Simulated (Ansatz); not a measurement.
Consider this model of amorphous Hf18O38Si.

```
Hf18O38Si
1.0
    9.05510     0.00000     0.00000
    0.00000     9.05510     0.00000
    0.00000     0.00000     9.05510
Hf O Si
18 38 1
Direct
  0.12328   0.23034   0.11003
  0.31002   0.85748   0.83568
  0.87495   0.20880   0.84460
  0.94814   0.76855   0.90079
  0.79904   0.70210   0.50386
  0.86151   0.00083   0.23085
  0.18961   0.61152   0.55936
  0.28086   0.63116   0.20445
  0.54419   0.46766   0.38726
  0.14785   0.94749   0.43875
  0.82297   0.47090   0.12804
  0.94856   0.31265   0.46916
  0.61477   0.55160   0.80897
  0.52715   0.22561   0.03084
  0.24893   0.46648   0.86560
  0.32634   0.20301   0.60159
  0.58504   0.05883   0.41098
  0.58659   0.80780   0.11871
  0.81711   0.85765   0.07193
  0.97459   0.61090   0.06004
  0.35598   0.78868   0.06238
  0.66290   0.62170   0.01961
  0.08561   0.03995   0.24016
  0.51970   0.26761   0.50179
  0.49345   0.65388   0.26077
  0.36012   0.04301   0.43261
  0.80315   0.68858   0.73664
  0.89435   0.16619   0.07236
  0.64364   0.13891   0.85252
  0.33089   0.16164   0.08297
  0.60292   0.04719   0.17247
  0.68252   0.85390   0.33925
  0.00126   0.36645   0.25047
  0.79505   0.16365   0.38600
  0.17368   0.74067   0.35602
  0.22740   0.82868   0.61862
  0.84302   0.31074   0.65434
  0.39942   0.63681   0.79409
  0.34931   0.06807   0.76388
  0.62598   0.95629   0.60536
  0.56230   0.86656   0.88083
  0.75922   0.38855   0.92253
  0.11686   0.63275   0.79334
  0.76341   0.54327   0.33849
  0.11484   0.90784   0.91874
  0.60676   0.57728   0.57399
  0.84963   0.97639   0.79430
  0.08804   0.28770   0.89417
  0.23338   0.40117   0.65058
  0.46337   0.37709   0.86526
  0.93375   0.87932   0.44598
  0.98366   0.55351   0.51345
  0.10783   0.16446   0.52713
  0.24504   0.44528   0.08960
  0.60043   0.35831   0.19198
  0.31631   0.49585   0.39876
  0.66633   0.97418   0.77910
```

Methods: PBE, scalar-relativistic without spin-orbit coupling (Ansatz, a program for electronic structure); r2SCAN, scalar-relativistic without spin-orbit coupling (Ansatz); HSE06, scalar-relativistic without spin-orbit coupling (Ansatz). Neutral PBE cell, which sets geometry, pressure and energy: sampling: a 2×2×2 Γ-centred mesh; Fermi-Dirac width 0.02 eV; no spin polarisation. Exact exchange is cut at the faces of this 9 Å cell, which leaves hybrid gaps a finite-size error.

It comes from a melt-quench run on a machine-learned potential (CHGNet), relaxed afterwards by DFT. O atoms were pushed apart under 1.9 Å during the dynamics, to hinder bonds among them. The hot cell started wider than the set density and was brought back towards it in steps. It is the lowest in DFT energy of 2 quenches. It is a model cell: composition and starting density were chosen by hand, and all elements were melted together. No dispersion term was used. Its density started from a set value of 8.61 and ended at 8.61 g/cm³. The quench (nominally 300 K/ps over its main leg) was far faster than any real one, so the model tends to hold more defects than a real film. One small periodic cell is one sample of the glass; other quenches scatter about these values. The volume was held where the preparation left it. Cycles of charging lowered its energy after that relaxation.

Problem. Give the pressure, the energy against reference phases and the spacing of the highest filled and lowest empty levels.

Solution. 
| Property | Value |
|---|---|
| Pressure on a 2×2×2 Γ-centred mesh | 1.11 GPa |
| Largest force and stress component on that mesh (the relaxation ran on the zone centre alone) | 0.09 eV/Å and 2.7 GPa |
| Energy relative to HfO2 (P2_1/c) + HfSiO4 (I4_1/amd) (lowest mix at this level among the phases computed, not always the ambient ones) | 0.178 eV/atom |
| Level gap on a 2×2×2 Γ-centred mesh (PBE) | 3.92 eV |
| Level gap at the zone centre (PBE) | 4.01 eV |
| Level gap at the zone centre (r2SCAN) | 4.50 eV |
| Level gap at the zone centre (HSE06) | 5.56 eV |
| Distance between the nearest levels spread over more than a fifth of the atoms or a third of the atoms of their main element (six at least) (PBE, zone centre) | 4.25 eV |

Problem. At PBE and the zone centre, how localised are the states just below and above the Fermi level (participation number: the atoms over which a state spreads)?

Solution. The highest filled state is spread over 6.6 atoms' worth, largest on O20, with weights by element (charge in smoothed Voronoi cells) O 0.95, Hf 0.05, Si 0.00. The lowest empty state is spread over 25.6 atoms' worth, largest on Hf15, with weights by element (charge in smoothed Voronoi cells) Hf 0.52, O 0.48, Si 0.00.

At PBE the levels at the filled edge of the gap are localised (band-tail or defect states).

Bonds are counted up to Hf-Hf 3.34 Å, Hf-O 2.52 Å, Hf-Si 2.89 Å, O-O 1.58 Å, O-Si 2.12 Å, Si-Si 2.60 Å. Two cations that share two anions don't count as bonded, nor two that share one unless they lie closer than Hf-Hf 3.25 Å, Hf-Si 2.81 Å, Si-Si 2.38 Å.

Added carriers, by PBE, scalar-relativistic without spin-orbit coupling run with Ansatz on the zone centre alone. Charged cells keep the cell fixed and stand in a uniform background, with no image correction, at a width of 0.01 eV; where the count is odd the moment is locked at 1 μB, unless the neutral cell bore moments. Each starts from the undistorted neutral geometry alone. PBE's self-interaction favours spread-out carriers, so it can miss traps that a hybrid finds.

Problem. What happens at PBE when the cell takes an extra electron and the atoms relax?

Solution. Relaxation lowers the charged cell by 0.37 eV. The largest moves are O21 0.22 Å, O54 0.19 Å, O43 0.18 Å, Hf15 0.16 Å. The level that holds the added charge spreads over 8.0 atoms' worth, most on Hf15 (weight 0.25): a partly localised carrier. No bond crosses its cut-off with a change of over 0.15 Å (metal-metal contacts aside). Made neutral again at that geometry, the cell lies +0.71 eV from the neutral start.

Problem. What happens at PBE when the cell takes a hole and the atoms relax?

Solution. Relaxation lowers the charged cell by 0.30 eV. The largest moves are O20 0.30 Å, O28 0.17 Å, O54 0.16 Å, O33 0.15 Å. The level that was emptied spreads over 3.5 atoms' worth, most on O20 (weight 0.43): a localised (trapped) carrier, which neighbours of that atom can share. No bond crosses its cut-off with a change of over 0.15 Å (metal-metal contacts aside). Made neutral again at that geometry, the cell lies +0.81 eV from the neutral start.
